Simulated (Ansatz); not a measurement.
## Pt: response to strain

The parent structure is Pt in the fcc (Cu type) structure (space group Fm-3m, No. 225; a = 3.920 Å; relaxed with 0.1 eV smearing). Axes: x, y, z lie along the cube axes.

Strains are applied to the cell and any free atomic positions relax.

Method: PBEsol (Ansatz, a first-principles code, PAW, no spin-orbit coupling).

Notes on the quantities. energy relative to the base: free energy F.

```csv
uniaxial strain ε_zz (%),energy relative to the base (meV/atom)
0,0.0
0.5,0.4
1,1.6
1.5,?
2,6.5
2.5,10.0
3,14.2
```

Q: Fit ΔE = Aε² + Bε³ (ε in %) to the rows shown and predict the withheld row.

A: Least squares on the printed values gives A = 1.70 and B = -0.040 meV/atom (largest residual 0.1 meV/atom); this predicts 3.7 meV/atom, and the run gives 3.7 meV/atom, in agreement.

Whether these cells are dynamically stable was not tested. All final runs are without spin polarisation. Pt lies near a magnetic instability that expansion can trigger; it was not tested.
